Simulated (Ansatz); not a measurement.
Consider this model of amorphous Ge₂₈Se₂₈C₃.

```xyz
59
Lattice="11.5192 -0.2906 -0.5104 -0.2906 11.4993 -0.0258 -0.5104 -0.0258 10.7399" Properties=species:S:1:pos:R:3 pbc="T T T"
Ge     2.6943     4.7032     9.9771
Ge     7.4742     0.9122     8.3467
Ge     8.6515     7.5745     7.2708
Ge     1.7993     9.8070     9.0972
Ge     3.7423     4.9895     5.8770
Ge    10.1318     9.9192     8.7926
Ge     9.3947     3.2414     3.5098
Ge     9.3724     3.9592     7.3134
Ge     4.5732     0.7499     3.2836
Ge     6.6523     9.0038    -0.2252
Ge     4.0589     6.3156     3.5492
Ge     1.0932     1.8207     3.5522
Ge     0.8696     6.5713     7.7193
Ge     7.8751     5.3191     4.0310
Ge     3.6360     9.2032     6.3353
Ge     4.8554     5.7872     0.9874
Ge     1.2887     5.5178     1.7700
Ge     1.6668     0.0509     0.9515
Ge     5.3554     3.0849     4.1497
Ge     6.1205     5.2155     9.1812
Ge     0.9176     1.2430     8.4297
Ge     9.9903    11.1285     1.8208
Ge     5.5018     8.3567     3.6593
Ge     9.5064     8.3750     3.1888
Ge     2.0937     9.2495     1.8452
Ge     7.3389     0.1111     4.0302
Ge    10.7504     2.1848     0.1799
Ge     5.2168     1.8352    10.4276
Se     9.7715    10.5262     4.2512
Se    10.4307     4.3853     1.5125
Se     7.9890     3.2425     9.3311
Se     2.6166     0.2450     4.6373
Se     8.4838     1.5125     2.0154
Se     3.9587    10.6211     8.4014
Se     3.9359     3.0534     8.6393
Se     7.3464     7.8381     2.1134
Se     0.4987     3.4043     9.8300
Se     7.2950     5.4352     6.5340
Se     1.2220     5.0611     5.9421
Se     4.0200     6.8515     7.7806
Se     7.7038     7.1796     9.6887
Se     7.2454     2.0886     5.5141
Se     4.5185     9.9817     2.1075
Se     2.0913     7.8146    10.4660
Se     8.5107    10.8769    -0.3936
Se    10.0621     6.5177     4.5235
Se    10.3833     6.0530     8.5268
Se     3.5891     1.5888     1.1468
Se     9.8502     0.4869     7.4290
Se     6.2057     3.7719     1.5115
Se     6.2693     9.2686     5.7405
Se     2.4256     3.7911     3.2225
Se    10.8007     8.7178     1.1829
Se     1.8624     7.5138     3.6113
Se     0.7442     8.9447     7.0616
Se    11.0365     1.9249     4.7702
C      0.3048     1.1027     1.9135
C      2.4563     6.4124     8.8497
C      0.5143    11.1337     9.7890
```

Calculation: PBE-D3(BJ), scalar-relativistic without spin-orbit coupling, PAW (Ansatz default set, large-core Se) (plane waves to 420 eV; Ansatz, a quantum-chemistry and plane-wave program).

Preparation: random packing, a CHGNet melt and quench, and a DFT relaxation. The hot cell started wider than the set density and was brought back towards it in steps. It is the lowest in DFT energy of 3 quenches. It is a model cell: composition and starting density were chosen by hand, and all elements were melted together. The geometry includes D3(BJ) dispersion. Its density started from a set value of 4.89 and ended at 5.01 g/cm³. The simulated quench (nominally 120 K/ps over its main leg) is rapid and tends to freeze in more defects than a deposited or slowly cooled glass has. One small periodic cell is one sample of the glass; other quenches scatter about these values. Volume and shape were free in the relaxation. On a 2×2×2 Γ-centred mesh force components of up to 0.19 eV/Å stay, since the relaxation ran on one k-point at (1/4, 1/4, 1/4).

Cut-offs for bonds: Ge-Ge 2.85 Å, Ge-Se 2.86 Å, Ge-C 2.34 Å, Se-Se 2.76 Å, Se-C 2.35 Å, C-C 1.82 Å.

Task: Give the coordination numbers, mean bond lengths and angles.

Result: 
```json
{
  "Mean coordination of Ge": "3.43 (2 with 2, 14 with 3, 10 with 4, 2 with 5)",
  "Mean coordination of Se": "2.64 (11 with 2, 16 with 3, 1 with 4)",
  "Mean coordination of C": "4.00 (3 with 4)",
  "Mean Ge-Se bond": "2.556 Å (spread 0.115 Å, 72 counted)",
  "Mean Ge-Ge bond": "2.625 Å (spread 0.070 Å, 7 counted)",
  "Mean Ge-C bond": "2.028 Å (spread 0.081 Å, 10 counted)",
  "Mean Se-C bond": "2.058 Å (spread 0.113 Å, 2 counted)",
  "Bond angle at Ge": "mean 103.5°, spread 15.8°",
  "Bond angle at Se": "mean 103.4°, spread 16.2°",
  "Bond angle at C": "mean 109.3°, spread 6.5°"
}
```

Task: List the pairs of like atoms that count as bonded by the rules above.

Result: Ge1-Ge16 (2.63 Å), Ge5-Ge11 (2.70 Å), Ge7-Ge14 (2.63 Å), Ge9-Ge19 (2.61 Å), Ge11-Ge16 (2.73 Å), Ge11-Ge23 (2.50 Å), Ge18-Ge25 (2.58 Å).
